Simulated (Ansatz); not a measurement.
# AlAs: isotropic strain −3.88 %

Consider AlAs in the zinc blende structure (space group F-43m, No. 216; a = 5.6743 Å).

One thing is altered: an isotropic linear strain of −3.88 %; the atoms relax in the strained cell.

The values are results of Ansatz (an electronic-structure program) PBEsol, no SOC, earlier PAW set, not measurements. Settings: 10×10×10 k-points, 0.05 eV Fermi–Dirac smearing.

The volume per atom falls by 2.56 Å³, from 22.84 Å³ to 20.28 Å³ and the space group remains F-43m (No. 216). The energy increases by 79 meV/atom and the pressure goes up by 11.00 GPa to 11.01 GPa. The band gap falls by 0.22 eV (1.34 eV → 1.12 eV) and the gap character is still indirect, Γ → X. The width of the top valence band rises by 0.42 eV (2.82 eV → 3.24 eV) and the electron mass goes from 0.86 mₑ along k, 0.23 mₑ across (at X) to 0.73 mₑ along k, 0.22 mₑ across (at X). The hole mass (degenerate bands, along [100]) becomes 0.15, 0.45, 0.45 mₑ (at Γ) (base: 0.11, 0.48, 0.48 mₑ (at Γ)) and the valley order (the lowest conduction-band minima on the path, energy above the VBM, named in the base's zone) becomes X along ⟨100⟩ 1.12 eV; L along ⟨111⟩ 2.51 eV; Γ 2.86 eV (base: X along ⟨100⟩ 1.34 eV; Γ 1.91 eV; L along ⟨111⟩ 2.06 eV).

Final structure:

```
AlAs
1.0
    0.00000     2.72705     2.72705
    2.72705     0.00000     2.72705
    2.72705     2.72705     0.00000
As Al
1 1
Direct
  0.75000   0.75000   0.75000
  0.00000   0.00000   0.00000
```

Cost of the whole job for the changed cell (relaxation, final SCF and bands): about 17 core-seconds (a rough figure).

Masses are band curvatures over ±0.01 Å⁻¹ around the edge. Along k means along the line from Γ to the band edge. Stability against distortions was not tested.
